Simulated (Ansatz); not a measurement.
Abridged Ansatz (a first-principles code) output:

```
Relaxation: its limit of steps is 60 (relax.max_steps)
Pseudopotential: Ti, paw, valence charge 12
Pseudopotential: Se, paw, valence charge 16
Crystal: 3 atoms, lattice volume = 53.800 Å³
Basis set: ecut = 420 eV, 1075 PW (Γ), exchange–correlation on 48×48×80 points (8 copies of the dense FFT grid, shifted against one another)
Bands: 27, of which v1, the nominal top of the filled ones, is band 22 counted from 1 (21 counted from 0)
Symmetry: 12 space group operations
k-points: 192 of 1800
Functional: x = pbe(κ = 0.804, μ = 0.2195149727645171), c = pbe(β = 0.06672455060314922)
SCF iter   1: F=—  HF=-13442.287361 eV  |F-HF|=—  |Δ(HF+E_count)|=         —  Δρ=3.36e-3  dr2=1.66e-2  ethr=1.77e-3  ⟨swp⟩=5.5  Hψ=19086  notcnv=0
SCF iter   2: F=—  HF=-13442.287027 eV  |F-HF|=—  |Δ(HF+E_count)|=   3.34e-4  Δρ=1.95e-3  dr2=6.35e-3  ethr=3.77e-5  ⟨swp⟩=1.1  Hψ=6766  notcnv=0
SCF 1 converged in 7 iterations: F = -13442.286454 eV  dr2 = 4.25e-8
relax step   1: F+E_penalty+E_count = -13442.28645443 eV  Δ(F+E_penalty+E_count) = +0.000e0 eV  max|allowed force component| = 1.105e-3 eV/Å  Δτ_max = 0.0000 Å  P = +9.003 GPa  Ω = 53.800 Å³  (7 SCF iters, dr2 threshold 1.00e-7 eV, accepted)
[... steps on the carried basis left out ...]
relax step   7: F+E_penalty+E_count = -13441.94009284 eV  Δ(F+E_penalty+E_count) = +5.948e-4 eV  max|allowed force component| = 1.069e-3 eV/Å  Δτ_max = 0.0000 Å  P = +18.016 GPa  Ω = 49.594 Å³  stress off target by 1.88e-2 GPa  SCF on the basis re-selected at this cell (its energy is not comparable with the rows above)  (6 SCF iters)
SCF converged after 6 iterations
Free energy (F): -13441.940093 eV
Internal energy: -13441.932000 eV  (E = F + TS)
E sigma→0 (E₀):  -13441.936046 eV
Entropy (-TS):   -0.008093 eV (-2.698 meV/atom)
Fermi energy:    14.362071 eV
  E_disp       = -1.687406  (pairwise vdW)
--- Forces (eV/Å), atoms counted from 1 ---
  atom   1  Ti     0.00000000    -0.00000000     0.00000000
  atom   2  Se    -0.00000000    -0.00000000     0.00106867
  atom   3  Se     0.00000000     0.00000000    -0.00106867
--- Stress (GPa, compression-positive) ---
       18.013937       0.000000      -0.000000
        0.000000      18.013937      -0.000000
       -0.000000      -0.000000      18.018787
  P = ⅓ Tr σ = 18.0156 GPa (180.156 kbar)
--- Relaxed structure (6 steps of the walk, 5 accepted, 1 SCFs on fresh bases) ---
  cell:  # Å, volume = 49.5936 Å³
    - [3.2498223895426137, -3.635224485256164e-33, -1.908622501079679e-17]
    - [-1.6249111947713069, 2.8144287471313514, 9.543112505398394e-18]
    - [-3.1633419100996396e-17, -3.3956969007608706e-33, 5.4221992860573005]
  atoms:
    - { symbol: Ti, position: [-6.754265436830212e-36, 1.8862436749732447e-35, 0.0] }
    - { symbol: Se, position: [0.6666666666666665, 0.33333333333333326, 0.29121899316121397] }
    - { symbol: Se, position: [0.33333333333333326, 0.6666666666666665, 0.708781006838786] }
```

Task: What was computed, and what are the main results?

Result: TiSe2, 3 atoms in the cell, with PBE-D3(BJ) (Ansatz), scalar-relativistic without spin-orbit coupling, from a series relaxed to a target (pressure 18 GPa). The last SCF converged to F = -13441.940093 eV, or -4480.6467 eV per atom, at a pressure of 18.02 GPa. The total energy compares only with runs of the same code, potentials and settings.

Load acts through the strain it causes; cell and atoms are relaxed under it. No phonon test of stability was made. No other phases were tried under pressure. The final runs are not spin-polarised. The cell was made from TiSe2 in the CdI2 type structure (space group P-3m1, No. 164; layered, stacked along the Cartesian z axis) by this change: pressure 18 GPa.

Keys are those of Ansatz 0.2.
